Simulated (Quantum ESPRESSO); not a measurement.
**Sensitivity of a calculation on AlCuF5 (P1, 7 atoms in the cell) to its settings**

```yaml
crystal:
  lattice:
    - [-1.79672, 3.12823, 3.69055]
    - [1.79672, -3.12823, 3.69055]
    - [1.79672, 3.12823, -3.69055]
  atoms:
    - { symbol: Al, position: [0.48659, 0.49595, 0.00355] }
    - { symbol: Cu, position: [0.01567, 0.01554, 0.00619], spin: 1.0 }
    - { symbol: F, position: [0.79099, 0.50036, 0.27517] }
    - { symbol: F, position: [0.18087, 0.47840, 0.69166] }
    - { symbol: F, position: [0.26037, 0.27056, 0.01111] }
    - { symbol: F, position: [0.76675, 0.75223, 0.00610] }
    - { symbol: F, position: [0.49876, 0.98696, 0.50622] }
```
(The spins are starting values, not results.)

Base run A: PBEsol, PSlibrary PAW (PBE) pseudopotentials run with Quantum ESPRESSO, self-consistent single point.

Its settings: ecutwfc = 55 Ry; ecutrho = 330 Ry; occupations = smearing; smearing = fd; degauss = 0.0036749 Ry; nspin = 2; input_dft = pbesol; K_POINTS = automatic 5 7 7 0 0 0; conv_thr = 1e-10 Ry; mixing_beta = 0.3.

The starting cell comes from a database of computed structures (which also holds hypothetical and non-ambient phases and stackings), without a prior relaxation at this level. Its atoms were displaced at random from the sites of space group no. 71. With one magnetic atom in the cell only a parallel order is possible. In the base run, forces exceed 1 eV/Å.

ΔF is the free energy per atom less that of run A. 

Run A gave: pressure (GPa) -2.24; largest force (eV/Å) 2.449; size of the net moment (μB/atom) 0.14.

Runs:
- B: ecutwfc, ecutrho = 22 Ry, 132 Ry
- C: ecutwfc, ecutrho = 28 Ry, 168 Ry

Task: What does run B change against A?

Result: The free energy rises by 4.78 eV/atom, the pressure goes from -2.24 to -238.0 GPa, the largest force goes from 2.449 to 2.250 eV/Å and the size of the net moment stays at 0.14 μB/atom.

Task: What does run C change against A?

Result: The free energy rises by 989 meV/atom, the pressure goes from -2.24 to -72.24 GPa, the largest force goes from 2.449 to 2.381 eV/Å and the size of the net moment stays at 0.14 μB/atom.

```json
[
 {"run": "A", "ΔF (meV/atom)": "0.00", "pressure (GPa)": "-2.24", "largest force (eV/Å)": "2.449", "size of the net moment (μB/atom)": "0.14"},
 {"run": "B", "ΔF (meV/atom)": "4781.9", "pressure (GPa)": "-238.03", "largest force (eV/Å)": "2.250", "size of the net moment (μB/atom)": "0.14"},
 {"run": "C", "ΔF (meV/atom)": "989.1", "pressure (GPa)": "-72.24", "largest force (eV/Å)": "2.381", "size of the net moment (μB/atom)": "0.14"}
]
```
